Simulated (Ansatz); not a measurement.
**What uniaxial strain ε_xx = +4.16 % does to BaTiO3**

Start from BaTiO3 in the cubic perovskite structure (space group Pm-3m, No. 221; a = 3.9940 Å). Axes: x, y, z lie along the cube axes.

Perturbation: the cell is stretched by 4.16 % along x with no lateral relaxation; the atoms relax in the strained cell.

Method: r2SCAN/PAW in Ansatz (a first-principles code), no SOC. Settings: 8×8×8 k-points, 0.05 eV Fermi–Dirac smearing.

| quantity | base | changed | shift |
|---|---|---|---|
| volume per atom | 12.74 Å³ | 13.27 Å³ | +0.53 Å³ |
| shortest interatomic distance | 1.997 Å | 1.997 Å | 0.000 Å |
| energy relative to the base (free energy F) | 0 meV/atom | +19 meV/atom | +19 meV/atom |
| band gap | 2.17 eV | 1.99 eV | -0.18 eV |
| gap character | – | indirect, A → Γ | – |
| smallest direct gap | 2.28 eV | 2.19 eV | -0.096 eV |
| stress (xx, yy, zz, yz, xz, xy; compression positive) | – | (-10.62, -4.23, -4.23, 0.00, 0.00, 0.00) GPa | – |

Final structure:

```
BaTiO3
1.0
    4.16019     0.00000     0.00000
    0.00000     3.99403     0.00000
    0.00000     0.00000     3.99403
Ba Ti O
1 1 3
Cartesian
  0.00000   0.00000   0.00000
  2.08009   1.99702   1.99702
  0.00000   1.99702   1.99702
  2.08009   1.99702   0.00000
  2.08009   0.00000   1.99702
```

Stability against distortions was not tested. The final runs are not spin-polarised. Many cubic perovskites are stable only at high temperature; tilts and polar distortions were not tested. This is not the structure that BaTiO3 has at room temperature and ambient pressure. k-point labels follow each cell's own Brillouin zone.
